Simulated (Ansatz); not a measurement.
Functionals compared on a constructed model of the (100) surface of fcc Cu, a pseudomorphic layer of Mo in the host's stacking (bottom of the slab: a bare face, its two planes held), in Ansatz (plane waves, PAW). The structure was relaxed with PBE; the other rows are single points on it. Cutoff 420 eV (500 eV for r2SCAN).

Slab: 7 atoms, 11.4 Å thick at the start; k 15x15x1, smearing 0.1 eV, dipole-corrected; 2 atoms held, the rest relaxed; held to the start's symmetry, so lower structures may exist; no spin, no spin-orbit, no U. It is one candidate, not shown to be the stable structure of the face. These notes are the PBE run's.

```json
[
 {"functional": "PBE", "work function of the top face (eV)": "5.18", "rough cost of the single point": "–"},
 {"functional": "RPBE", "work function of the top face (eV)": "?", "rough cost of the single point": "roughly 40 core-seconds"},
 {"functional": "r2SCAN", "work function of the top face (eV)": "5.28", "rough cost of the single point": "about 70 core-seconds (a rough figure)"}
]
```

Q: Fill in the missing entries.

A: 
- RPBE, work function of the top face (eV): 5.04

Ansatz is a first-principles code.
